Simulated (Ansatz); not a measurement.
Symmetric slabs, relaxed from ideal cuts in 1x1 cells, of elemental solids: work function (eV) by functional, in Ansatz (plane waves, PAW). All structures are PBE's; the other columns are single points with references at the same level. No spin-orbit coupling, Hubbard U or dispersion. The rows are a random draw from the class, without slabs that broke up, higher cuts of a face and adsorbates that left their site.

| system | PBE (eV) | r2SCAN (eV) |
|---|---|---|
| hcp Be (32-51), ideal cut with outer spacing 0.07 Å | 4.40 | 4.40 |
| hcp Lu (10-12), ideal cut with outer spacing 1.35 Å | 3.15 | 3.21 |
| fcc Ca (310), ideal cut with outer spacing 0.87 Å | 2.73 | 2.74 |
| hcp Be (20-23), ideal cut with outer spacing 0.13 Å | 4.71 | 4.72 |
| beta tin (221), ideal cut with outer spacing 0.44 Å | 4.08 | ? |
| fcc Ag (210), ideal cut with outer spacing 0.93 Å | 4.09 | 4.02 |
| hcp Be (31-41), ideal cut with outer spacing 0.09 Å | 4.51 | 4.51 |
| hcp Ti (11-22), ideal cut with outer spacing 1.24 Å | 3.65 | 3.68 |

### Question
Fit a straight line y = a·x + b by least squares to the 7 complete rows (x: PBE (eV); y: r2SCAN (eV)).

### Answer
the means are x̄ = 3.8914 and ȳ = 3.8971; Σ(x − x̄)² = 3.3077 and Σ(x − x̄)(y − ȳ) = 3.2386, so a = 0.979 and b = ȳ − a·x̄ = 0.087. The largest residual is 0.072.

### Question
What does the line predict for the withheld row, beta tin (221), ideal cut with outer spacing 0.44 Å, and what did the calculation give?

### Answer
the line gives 4.08; the calculation gave 4.21, a miss of 0.13, larger than any residual of the fitted rows.

Ansatz is a quantum-chemistry and plane-wave program.
